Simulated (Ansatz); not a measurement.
Consider IrO₂ (space group Pa-3, No. 205; a cell from a computed database, its experimental status unchecked).

```
CELL_PARAMETERS angstrom
      4.86280     0.00000     0.00000
      0.00000     4.86280     0.00000
      0.00000     0.00000     4.86280
ATOMIC_POSITIONS crystal
  Ir 0.50000 0.50000 0.00000
  Ir 0.00000 0.50000 0.50000
  Ir 0.00000 0.00000 0.00000
  Ir 0.50000 0.00000 0.50000
  O  0.15073 0.84927 0.34927
  O  0.84927 0.15073 0.65073
  O  0.34927 0.15073 0.84927
  O  0.65073 0.84927 0.15073
  O  0.65073 0.65073 0.65073
  O  0.34927 0.34927 0.34927
  O  0.84927 0.34927 0.15073
  O  0.15073 0.65073 0.84927
```

Cartesian axes are those of the cell as printed.

Computed with PBEsol (Ansatz, an electronic-structure program), no spin-orbit coupling.

Modification: every lattice vector is shortened by 1.50 %, atoms relaxed at fixed cell.

Predict the stress tensor and what it implies for the stiffness.

Stress of the strained cell less that of the base (GPa, compression positive):
```
   16.4     0.0     0.0
    0.0    16.4     0.0
    0.0     0.0    16.4
```

Then B = −ΔP/(ΔV/V₀) with ΔV/V₀ = -0.0443 gives secant stiffness values (nonlinear terms included at this strain): B ≈ 371 GPa.

As a check, the harmonic strain energy −½ V₀ Δσ:ε is 22 meV/atom; the computed energy rise is 21 meV/atom.

Whether these cells are dynamically stable was not tested. No Hubbard U is applied, and correlation can decide whether such a compound is a metal. The final runs are not spin-polarised.
